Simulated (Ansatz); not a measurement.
Input:

```
CsPbCl3
1.0
    5.58711     0.00000     0.00000
    0.00000     5.58711     0.00000
    0.00000     0.00000     5.50463
Cs Pb Cl
1 1 3
Direct
  0.00000   0.00000   0.00000
  0.50000   0.50000   0.50000
  0.50000   0.00000   0.50000
  0.00000   0.50000   0.50000
  0.50000   0.50000   0.00000
```

No spin polarisation.

Calculations: LDA (Ansatz, an electronic-structure program, PAW, spin-orbit coupling left out). k-mesh 6×6×6 (Γ-centred); smearing 0.05 eV (Fermi–Dirac).

Task: Predict the in-plane stress, gap character and hole mass.

Result: 
* **Mean in-plane stress (compression positive)**: -0.9 GPa
* **Gap character**: direct at A
* **Hole mass**: 0.15 mₑ out of plane, 0.16 mₑ in plane (at R)

Spin-orbit coupling, missing from the scalar runs, can matter with Pb. The cells carry an imposed strain or load. Effective masses come from finite differences of ±0.01 Å⁻¹. No phonon test of stability was made. The cell was made from CsPbCl$_{3}$ in the cubic perovskite structure (space group Pm-3m, No. 221) by this change: biaxial strain +1.20 %, plane normal [001], relaxed out of plane. Many cubic perovskites are stable only at high temperature; tilts and polar distortions were not tested. This is not the structure that CsPbCl3 has at room temperature and ambient pressure.
